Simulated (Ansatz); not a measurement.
Where the default PAW files enter, the runs use the earlier of Ansatz's two default sets.

By PBEsol, the system below comes out a metal.

Without scattering a metal conducts by its projected Fermi surface.

Here is the system:

```
CELL_PARAMETERS angstrom
      2.86696     0.00000     0.00000
      0.00000     2.86696     0.00000
      0.00000     0.00000     4.06642
ATOMIC_POSITIONS crystal
  Ti 0.50000 0.50000 0.50000
  Al 0.00000 0.00000 0.00000
```

Space group of this cell: P4/mmm. The cell is strained (lengths across the current scaled by 1.02, ions clamped); by PBEsol its mean pressure is -6.2 GPa.

The current flows along the normal of the first two printed cell vectors, the (001) (indices of the unstrained crystal) plane of the conventional cell. No spin-orbit coupling; the value is a mean over 0.1 eV about the Fermi level.

**Question.** Predict the ballistic conductance per area from PBEsol run with Ansatz (a quantum-chemistry and plane-wave program).

**Answer.** 0.71 × 10¹⁵ S/m² for both spins.
